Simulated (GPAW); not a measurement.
Band structure of CeGa₆Pd (P4/mmm, 8 atoms in the cell).

```xyz
8
Lattice="4.3407 0.0000 0.0000 0.0000 4.3407 0.0000 0.0000 0.0000 7.8339" Properties=species:S:1:pos:R:3 pbc="T T T"
Ce     0.0000     0.0000     0.0000
Ga     2.1704     2.1704     1.1820
Ga     2.1704     2.1704     6.6519
Ga     0.0000     2.1704     5.2691
Ga     0.0000     2.1704     2.5648
Ga     2.1704     0.0000     5.2691
Ga     2.1704     0.0000     2.5648
Pd     0.0000     0.0000     3.9169
```

Level of theory: LDA (Perdew-Wang 92), GPAW PAW datasets LDA (gpaw-data 1.0.1) (plane waves; GPAW).

Settings: mode = pw; ecut = 850 eV; xc = LDA; kpts = 5 5 3; mesh shift (steps) = 0 0 0; occupations.name = methfessel-paxton; occupations.width = 0.1 eV; occupations.order = 0; nbands = -14; convergence.forces = 0.001 eV/Å; symmetry.symmorphic = false; symmetry.tolerance = 0.0005; maxiter = 100; bandpath_npoints = 40.

The starting cell comes from a database of computed structures (which also holds hypothetical and non-ambient phases and stackings), without a prior relaxation at this level. Spin-orbit coupling is off. Spin polarisation is off. The f electrons are in the valence without U or exact exchange, which can misplace them near the Fermi level. Spin-orbit terms, which matter for f shells, are left out.

Levels in eV from the Fermi level, bands 20 to 27:
```json
[
 {"point": "Γ", "20": "-1.20", "21": "-1.02", "22": "-0.84", "23": "-0.84", "24": "0.06", "25": "0.06", "26": "0.28", "27": "0.36"},
 {"point": "X", "20": "-0.77", "21": "-0.35", "22": "-0.14", "23": "-0.04", "24": "0.01", "25": "0.27", "26": "0.32", "27": "0.37"},
 {"point": "M", "20": "-2.15", "21": "-2.14", "22": "-2.14", "23": "-2.13", "24": "0.16", "25": "0.16", "26": "0.28", "27": "0.32"},
 {"point": "Z", "20": "-1.20", "21": "-0.99", "22": "-0.99", "23": "0.20", "24": "0.20", "25": "0.28", "26": "0.32", "27": "0.45"},
 {"point": "R", "20": "-1.70", "21": "-1.51", "22": "-0.43", "23": "-0.34", "24": "-0.01", "25": "0.13", "26": "0.22", "27": "0.32"},
 {"point": "A", "20": "-2.90", "21": "-2.65", "22": "-2.31", "23": "-2.31", "24": "0.14", "25": "0.14", "26": "0.20", "27": "0.32"}
]
```

Bands cross the Fermi level along this path, so the cell is metallic at this level.
